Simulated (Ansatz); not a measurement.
Consider Mo in the bcc (W type) structure (space group Im-3m, No. 229; a = 3.161 Å; relaxed with 0.1 eV smearing). Axes: x, y, z lie along the cube axes.

The values are results of PBE, PAW, 420 eV (Ansatz, a first-principles code; no spin-orbit coupling), not measurements.

The change: every lattice vector is shortened by 1.50 %; the atoms relax in the strained cell.

Task: Predict the stress tensor and what it implies for the stiffness.

Result: Stress of the strained cell less that of the base (GPa, compression positive):
```
   12.9     0.0     0.0
    0.0    12.9     0.0
    0.0     0.0    12.9
```

Then B = −ΔP/(ΔV/V₀) with ΔV/V₀ = -0.0443 gives secant stiffness values (nonlinear terms included at this strain): B ≈ 292 GPa.

As a check, the harmonic strain energy −½ V₀ Δσ:ε is 29 meV/atom; the computed energy rise is 27 meV/atom.

No phonon test of stability was made. The final runs are not spin-polarised.
